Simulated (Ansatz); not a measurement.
We consider SiCO4 (model structure, I-4, No. 82, 6 atoms in the cell), described by r²SCAN (PAW; Ansatz, a first-principles code).

Run with plane-wave cutoff 560 eV, 12×12×12 k mesh, Fermi–Dirac smearing 0.01 eV, scalar-relativistic PAW data made under PBE.

Cell (relaxed at this level):

```
CO4Si
1.0
   -2.17777     2.17777     3.27610
    2.17777    -2.17777     3.27610
    2.17777     2.17777    -3.27610
Si C O
1 1 4
Direct
  0.00000   0.00000   0.00000
  0.75000   0.25000   0.50000
  0.41282   0.27683   0.42630
  0.85053   0.98653   0.57370
  0.72317   0.14947   0.13599
  0.01347   0.58718   0.86401
```

Q: What does this level give for the band gap and bulk modulus?

A: 
- band gap: 7.90 eV (on the SCF k mesh)
- bulk modulus: 70.2 GPa

Note: the bulk modulus is −V dP/dV from two relaxed cells at ±2 % in volume; the relaxation could raise the start's symmetry but not lower it, so the cell can be a saddle point.

Static lattice: no zero-point or thermal effects.

Cost on a shared machine: around 11 core-minutes (rough).

A model structure was made by putting elements into a prototype or built by hand; it is no filed structure, need not be a known phase, and can be a saddle point held by its symmetry.
